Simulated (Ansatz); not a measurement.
Worked example: self-consistent single point of InSe (P3m1, 8 atoms in the cell) in Ansatz (an electronic-structure program).

Method: LDA (PW92), default PAW files made with PBE (plane waves; Ansatz).

```yaml
crystal:
  lattice:
    - [4.06757, 0.00000, 0.00000]
    - [-2.03378, 3.52262, 0.00000]
    - [0.00000, 0.00000, 18.14232]
  atoms:
    - { symbol: In, position: [0.00000, 0.00000, 0.58015] }
    - { symbol: In, position: [0.00000, 0.00000, 0.42261] }
    - { symbol: In, position: [0.33333, 0.66667, 0.92261] }
    - { symbol: In, position: [0.33333, 0.66667, 0.07739] }
    - { symbol: Se, position: [0.66667, 0.33333, 0.85300] }
    - { symbol: Se, position: [0.66667, 0.33333, 0.14700] }
    - { symbol: Se, position: [0.33333, 0.66667, 0.64702] }
    - { symbol: Se, position: [0.33333, 0.66667, 0.35298] }
```

Reference input (self-consistent single point, DFT, LDA (PW92), plane waves, default PAW files made with PBE): basis.ecutwfc = 30.9 Ry; kpoints.mp_grid.grid = 6 6 1; hamiltonian.xc = lda; hamiltonian.pseudopotentials = {kind: paw} (the program's default PAW files); scf.occupations.method = fixed. This run's input differs from it in these lines:

Ansatz 0.2 input:
```diff
@@ -19,3 +19,3 @@
   mp_grid:
-    grid: [6, 6, 1]
+    grid: [13, 13, 3]
 hamiltonian:
```

Output (repeated stretches shortened):

```
SCF iter   1: F=—  HF=-43365.238134 eV  |F-HF|=—  |Δ(HF+E_count)|=         —  Δρ=6.58e-3  dr2=1.10e-1  ethr=1.77e-3  ⟨swp⟩=4.9  Hψ=13266  notcnv=0  defer=520
all-band conjugate gradients solve this SCF's bands
preconditioner: auto → Resta (q_TF=auto, 2.385 Å⁻¹)
SCF iter   2: F=—  HF=-43365.210044 eV  |F-HF|=—  |Δ(HF+E_count)|=   2.81e-2  Δρ=2.72e-3  dr2=1.18e-2  ethr=9.48e-5  ⟨swp⟩=3.1  Hψ=6791  notcnv=0  defer=559
   [... lines left out ...]
SCF iter   5: F=—  HF=-43365.207539 eV  |F-HF|=—  |Δ(HF+E_count)|=   8.02e-5  Δρ=1.56e-4  dr2=3.50e-4  ethr=1.29e-6  ⟨swp⟩=2.0  Hψ=4078  notcnv=0  defer=560
SCF iter   6: F=—  HF=-43365.207523 eV  |F-HF|=—  |Δ(HF+E_count)|=   1.51e-5  Δρ=5.52e-5  dr2=1.96e-5  ethr=3.01e-7  ⟨swp⟩=2.0  Hψ=3783  notcnv=0  defer=431
SCF iter   7: F=—  HF=-43365.207501 eV  |F-HF|=—  |Δ(HF+E_count)|=   2.21e-5  Δρ=1.11e-5  dr2=8.95e-7  ethr=1.69e-8  ⟨swp⟩=2.0  Hψ=4283  notcnv=0  defer=424
SCF iter   8: F=-43365.207502 eV  HF=-43365.207502 eV  |F-HF|=1.23e-8  |Δ(HF+E_count)|=   2.58e-7  Δρ=3.82e-6  dr2=8.91e-8  ethr=8.62e-11  ⟨swp⟩=10.4  Hψ=21490  notcnv=0
SCF 1 converged in 8 iterations: F = -43365.207502 eV  dr2 = 8.91e-8
Free energy (F): -43365.207502 eV
Internal energy: -43365.207502 eV  (E = F + TS)
E sigma→0 (E₀):  -43365.207502 eV
Fermi energy:    5.467690 eV
--- Forces (eV/Å), atoms counted from 1 ---
  atom   1  In     0.00000000    -0.00000000    -0.45293729
  atom   2  In     0.00000000     0.00000000     0.15609824
  atom   3  In     0.00000000     0.00000000    -0.02764811
  atom   4  In     0.00000000     0.00000000     0.03651683
  atom   5  Se    -0.00000000     0.00000000     0.25477094
  atom   6  Se     0.00000000    -0.00000000    -0.26354882
  atom   7  Se    -0.00000000    -0.00000000     0.03529561
  atom   8  Se    -0.00000000     0.00000000     0.26148253
--- Stress (GPa, compression-positive) ---
       -2.722389       0.000000       0.000000
        0.000000      -2.722389      -0.000000
        0.000000      -0.000000      -2.769809
  P = ⅓ Tr σ = -2.7382 GPa (-27.382 kbar)
  The stress holds the Pulay correction. Without it, at fixed plane waves, as pw.x and ABINIT print it: P = -2.7612 GPa
```

The run converged in 8 iterations. Against the reference run the free energy drops by 2.8 meV/atom, the pressure hardly changes (-2.72 to -2.74 GPa), the largest force hardly changes (0.460 to 0.453 eV/Å) and the gap on the mesh moves little (0.421 to 0.423 eV).

The starting cell comes from a database of computed structures (which also holds hypothetical and non-ambient phases and stackings), without a prior relaxation at this level. Its lattice was rescaled by up to half a per cent. One atom was moved a little off its site on purpose. Ansatz's pressure includes its estimate of the finite-basis (Pulay) stress.

Cost on one core of a shared machine: roughly 80 s.
